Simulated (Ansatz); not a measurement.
Start from KCl in the rock salt structure (space group Fm-3m, No. 225; a = 6.292 Å).

Computed with r2SCAN/PAW in Ansatz (a program for electronic structure), no SOC.

Base values:

- Lattice parameter a: 629.2 pm
- Electron mass: 0.45 mₑ (at Γ)
- Valley order: Γ 5.83 eV; X along ⟨100⟩ 7.02 eV

The change: a hydrostatic pressure of 1.5 GPa.

### Question
Estimate the effect on the lattice parameter a.

### Answer
The lattice parameter a shrinks by 13.8 pm to 615.4 pm.

### Question
How does this affect the electron mass?

### Answer
The electron mass changes from 0.45 mₑ (at Γ) to 0.44 mₑ (at Γ).

### Question
Estimate the effect on the valley order.

### Answer
The valley order (the lowest conduction-band minima on the path, energy above the VBM, named in the base's zone) changes from Γ 5.83 eV; X along ⟨100⟩ 7.02 eV to Γ 6.07 eV; X along ⟨100⟩ 6.95 eV.

The levels and masses belong to the bands next to the band gap. Load acts through the strain it causes; cell and atoms are relaxed under it. Masses are band curvatures over ±0.01 Å⁻¹ around the edge. No phonon test of stability was made.
